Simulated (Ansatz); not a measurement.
For LaOF (P4/nmm, No. 129, 6 atoms in the cell; start mp-7100), LDA (PAW; Ansatz, a program for electronic structure) gives:

- lattice constant a = 4.001 Å
- lattice parameter c = 5.711 Å
- bulk modulus = 128 GPa
- band gap = 4.56 eV

What does r²SCAN in Ansatz (PAW) give for the same quantities?


- lattice constant a: 4.077 Å (goes up by 1.9 %)
- lattice parameter c: 5.825 Å (increases by 2.0 %)
- bulk modulus: 115 GPa (drops by 10 %)
- band gap: 5.05 eV (increases by 0.49 eV)

Changes are worked out from the printed values.

Unless a cell is named, each level is at its own relaxed cell (LDA 15.24, r²SCAN 16.13 Å³/atom).

Spin–orbit coupling is included only where a level's name says +SOC; with heavier elements it mostly lowers gaps and can invert bands. Density-functional gaps are differences of (generalised) Kohn–Sham levels.

Caveats: the bulk modulus is −V dP/dV from two relaxed cells at ±2 % in volume (LDA, r²SCAN); the relaxation could not lower the start's symmetry, so the cell can be a saddle point above a distorted one (LDA, r²SCAN). Ansatz's density-functional and Hartree–Fock values are scalar-relativistic unless marked +SOC, with PAW data made under PBE.

A start named mp-… is a Materials Project structure, which need not be a measured phase.
